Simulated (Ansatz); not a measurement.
**Hypothetical P6_3/mmc PbI2, thickness series**

Start from PbI2 in the 2H-MoS2 type structure (space group P6_3/mmc, No. 194; a = 4.397 Å, c = 14.847 Å; a hypothetical phase, not in the database extracts checked).

Free-standing slabs (3 atom(s) a layer) normal to the stacking axis with 15 Å of vacuum; in-plane cell relaxed.

Levels (all Ansatz, a quantum-chemistry and plane-wave program, PAW): PBE-D3(BJ) (420 eV, without spin-orbit coupling); PBEsol-D3(BJ) (420 eV, without spin-orbit coupling).

The base cell above is that of PBE-D3(BJ); each level relaxes its own structures.

| case | shortest interatomic distance, PBE-D3(BJ) | shortest interatomic distance, PBEsol-D3(BJ) |
|---|---|---|
| 1 layer | 3.266 Å | 3.211 Å |
| 2 layers | 3.263 Å | 3.205 Å |
| 3 layers | 3.261 Å | 3.203 Å |
| 4 layers | 3.261 Å | 3.202 Å |

PBE-D3(BJ) lies above PBEsol-D3(BJ) in every row, by 0.055 Å to 0.059 Å. Near ties aside, they put the cases in the same order.

Whether these cells are dynamically stable was not tested.
